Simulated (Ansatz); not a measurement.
Worked example: self-consistent single point of SrSO4 (R3m, 6 atoms in the cell) in Ansatz (a program for electronic structure).

Computed with LDA (PW92), default PAW files made with PBE (plane waves; Ansatz).

The change in words: lattice scaled by 0.98; basis.ecutrho_ratio: default → 5. Reference geometry:
```
CELL_PARAMETERS angstrom
      0.00000     3.62242     3.62242
      3.62242     0.00000     3.62242
      3.62242     3.62242     0.00000
ATOMIC_POSITIONS crystal
  Sr 0.50399 0.50399 0.50399
  S  0.00000 0.00000 0.00000
  O  0.88106 0.88106 0.88106
  O  0.35682 0.88106 0.88106
  O  0.88106 0.88106 0.35682
  O  0.88106 0.35682 0.88106
```

Reference input (self-consistent single point, DFT, LDA (PW92), plane waves, default PAW files made with PBE): basis.ecutwfc = 420 eV; kpoints.mp_grid.grid = 6 6 6; hamiltonian.xc = lda; hamiltonian.pseudopotentials = {kind: paw} (the program's default PAW files); scf.occupations.method = fixed. This run's input differs from it in these lines:

Ansatz 0.2 input:
```diff
@@ -2,5 +2,5 @@
   lattice:
-    - [0.000000, 3.622415, 3.622415]
-    - [3.622415, 0.000000, 3.622415]
-    - [3.622415, 3.622415, 0.000000]
+    - [0.000000, 3.549967, 3.549967]
+    - [3.549967, 0.000000, 3.549967]
+    - [3.549967, 3.549967, 0.000000]
   atoms:
@@ -14,2 +14,3 @@
   ecutwfc: 420.0
+  ecutrho_ratio: 5
 kpoints:
```

Output, abridged:

```
SCF iter   1: F=—  HF=-6537.136084 eV  |F-HF|=—  |Δ(HF+E_count)|=         —  Δρ=1.13e-2  dr2=9.24e-2  ethr=1.77e-3  ⟨swp⟩=6.7  Hψ=4117  notcnv=0  defer=116
all-band conjugate gradients solve this SCF's bands
preconditioner: auto → none
SCF iter   2: F=—  HF=-6537.110051 eV  |F-HF|=—  |Δ(HF+E_count)|=   2.60e-2  Δρ=4.75e-3  dr2=1.14e-2  ethr=2.31e-4  ⟨swp⟩=2.5  Hψ=1721  notcnv=0  defer=126
SCF iter   3: F=—  HF=-6537.106933 eV  |F-HF|=—  |Δ(HF+E_count)|=   3.12e-3  Δρ=1.73e-3  dr2=1.66e-3  ethr=2.85e-5  ⟨swp⟩=2.9  Hψ=1498  notcnv=0  defer=127
   [... lines left out ...]
SCF iter   5: F=—  HF=-6537.106821 eV  |F-HF|=—  |Δ(HF+E_count)|=   1.11e-4  Δρ=1.52e-4  dr2=2.15e-5  ethr=1.22e-6  ⟨swp⟩=2.0  Hψ=1191  notcnv=0  defer=96
SCF iter   6: F=—  HF=-6537.106818 eV  |F-HF|=—  |Δ(HF+E_count)|=   2.88e-6  Δρ=6.87e-5  dr2=3.72e-6  ethr=5.38e-8  ⟨swp⟩=2.0  Hψ=1393  notcnv=0  defer=59
SCF iter   7: F=—  HF=-6537.106818 eV  |F-HF|=—  |Δ(HF+E_count)|=   6.93e-7  Δρ=2.33e-5  dr2=5.15e-7  ethr=9.31e-9  ⟨swp⟩=2.0  Hψ=1331  notcnv=0  defer=59
SCF iter   8: F=-6537.106818 eV  HF=-6537.106818 eV  |F-HF|=2.94e-9  |Δ(HF+E_count)|=   1.17e-7  Δρ=4.53e-6  dr2=7.23e-9  ethr=2.50e-10  ⟨swp⟩=13.7  Hψ=4968  notcnv=0
SCF 1 converged in 8 iterations: F = -6537.106818 eV  dr2 = 7.23e-9
Free energy (F): -6537.106818 eV
Internal energy: -6537.106818 eV  (E = F + TS)
E sigma→0 (E₀):  -6537.106818 eV
Fermi energy:    4.579335 eV
--- Forces (eV/Å), atoms counted from 1 ---
  atom   1  Sr     0.01365591     0.01365591     0.01365591
  atom   2  S      0.06244622     0.06244622     0.06244622
  atom   3  O     -0.55665599    -0.55665599    -0.55665599
  atom   4  O     -0.56487287     0.52271214     0.52271214
  atom   5  O      0.52271214     0.52271214    -0.56487287
  atom   6  O      0.52271214    -0.56487287     0.52271214
--- Stress (GPa, compression-positive) ---
        0.112318      -0.125023      -0.125023
       -0.125023       0.112318      -0.125023
       -0.125023      -0.125023       0.112318
  P = ⅓ Tr σ = 0.1123 GPa (1.123 kbar)
  The stress holds the Pulay correction. Without it, at fixed plane waves, as pw.x and ABINIT print it: P = -0.6051 GPa
```

The run converged in 8 iterations. Against the reference run the free energy goes down by 20.2 meV/atom, the pressure goes from -6.64 to 0.11 GPa, the largest force goes from 0.548 to 0.964 eV/Å and the gap on the mesh goes from 3.532 to 3.658 eV.

The starting cell comes from a database of computed structures (which also holds hypothetical and non-ambient phases and stackings), without a prior relaxation at this level. Its lattice was rescaled by up to half a per cent. One atom was moved a little off its site on purpose. For this run, on top of that: lattice scaled by 0.98. Ansatz's pressure includes its estimate of the finite-basis (Pulay) stress. Without the estimate this run gives -0.61 GPa.
